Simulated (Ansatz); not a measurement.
**TiB2: pressure series**

Consider TiB$_{2}$ (space group P6/mmm, No. 191; a = 2.994 Å, c = 3.160 Å).

Cell and atoms are relaxed at each pressure.

Computed with Ansatz (a first-principles code) LDA, no spin-orbit coupling.

Notes on the quantities. enthalpy: H = E + PV relative to the base's energy.

| variant | volume per atom | enthalpy | c/a ratio |
|---|---|---|---|
| base | 8.18 Å³ | – | 1.055 |
| pressure −2 GPa | 8.24 Å³ | -0.10 eV/atom | 1.056 |
| pressure −1 GPa | 8.21 Å³ | -0.05 eV/atom | 1.056 |
| pressure 0.9 GPa | 8.15 Å³ | +0.05 eV/atom | 1.055 |
| pressure 2.1 GPa | 8.11 Å³ | +0.11 eV/atom | 1.054 |
| pressure 4.5 GPa | 8.05 Å³ | +0.23 eV/atom | 1.053 |
| pressure 9 GPa | 7.93 Å³ | +0.45 eV/atom | 1.051 |
| pressure 15 GPa | 7.78 Å³ | +0.75 eV/atom | 1.049 |
| pressure 22.5 GPa | 7.62 Å³ | +1.11 eV/atom | 1.046 |
| pressure 30 GPa | 7.46 Å³ | +1.46 eV/atom | 1.043 |

A case with no gap was solved on a k-mesh chosen for an insulator, which is coarse for it. Load acts through the strain it causes; cell and atoms are relaxed under it. Whether these cells are dynamically stable was not tested. No other phases were tried under pressure. All final runs are without spin polarisation.
